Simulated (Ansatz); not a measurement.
# Response to strain in MgS

The parent structure is MgS in the rock salt structure (space group Fm-3m, No. 225).

```xyz
2
Lattice="0.0000 2.5646 2.5646 2.5646 0.0000 2.5646 2.5646 2.5646 0.0000" Properties=species:S:1:pos:R:3 pbc="T T T"
Mg     0.0000     0.0000     0.0000
S      2.5646     2.5646     2.5646
```

Cartesian axes are those of the cell as printed.

Strains are applied to the cell and any free atomic positions relax.

Method: plane-wave PAW DFT at the LDA level (Ansatz, an electronic-structure program, 420 eV), no spin-orbit coupling.

Candidates:
(a) uniaxial strain ε_zz = +3.00 %
(b) uniaxial strain ε_zz = +0.50 %
(c) uniaxial strain ε_zz = −0.50 %
(d) uniaxial strain ε_zz = −1.00 %
(e) uniaxial strain ε_zz = −3.00 %

Base values:

```
Quantity               Value
-------------------  -------
Smallest direct gap  3.83 eV
```

Question: Order them by smallest direct gap, highest first.

Answer: (e) uniaxial strain ε_zz = −3.00 % (4.03 eV), (d) uniaxial strain ε_zz = −1.00 % (3.89 eV), (c) uniaxial strain ε_zz = −0.50 % (3.86 eV), (b) uniaxial strain ε_zz = +0.50 % (3.77 eV), (a) uniaxial strain ε_zz = +3.00 % (3.51 eV)

No phonon test of stability was made.
